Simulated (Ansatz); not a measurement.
System: BaO₂ (I4/mmm, No. 139). Method: B3LYP (VWN-RPA form) (plane waves, PAW; Ansatz, a program for electronic structure).

Run with plane-wave cutoff 460 eV, 10×10×10 k mesh, Fermi–Dirac smearing 0.01 eV, scalar-relativistic PAW data made under PBE.

Cell (measured lattice):

```
BaO2
1.0
   -1.90570     1.90570     3.41075
    1.90570    -1.90570     3.41075
    1.90570     1.90570    -3.41075
Ba O
1 2
Direct
  0.00000   0.00000   0.00000
  0.60900   0.60900   0.00000
  0.39100   0.39100   0.00000
```

What does this level give for the band gap and Γ–Γ gap?


- band gap = 4.31 eV (on the SCF k mesh)
- Γ–Γ gap = 6.62 eV

Note: cell and atoms aren't relaxed at this level (pressure 3.0 GPa).

Spin–orbit coupling is not included.

Static lattice: no zero-point or thermal effects.

It cost around 7 core-minutes (rough) of CPU time.
